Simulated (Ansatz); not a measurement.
The parent structure is CsPbBr3 in the cubic perovskite structure (space group Pm-3m, No. 221).

```xyz
5
Lattice="6.0028 0.0000 0.0000 0.0000 6.0028 0.0000 0.0000 0.0000 6.0028" Properties=species:S:1:pos:R:3 pbc="T T T"
Cs     0.0000     0.0000     0.0000
Pb     3.0014     3.0014     3.0014
Br     0.0000     3.0014     3.0014
Br     3.0014     3.0014     0.0000
Br     3.0014     0.0000     3.0014
```

Calculations: PBE (Ansatz, a program for electronic structure), no spin-orbit coupling.

Before the change:

```
Item                Value
---------  --------------
Band gap          1.78 eV
Hole mass  0.18 mₑ (at R)
```

One thing is altered: the cell is scaled by 0.9917 in all directions; the atoms relax in the strained cell.

Question: How does this affect the band gap and hole mass?

Answer: The band gap decreases by 0.09 eV, from 1.78 eV to 1.69 eV; the hole mass changes from 0.18 mₑ (at R) to 0.16 mₑ (at R).

With Pb present, leaving out spin-orbit coupling can change the band edges. Masses are band curvatures over ±0.01 Å⁻¹ around the edge. Stability against distortions was not tested. Many cubic perovskites are stable only at high temperature; tilts and polar distortions were not tested. This is not the structure that CsPbBr3 has at room temperature and ambient pressure.
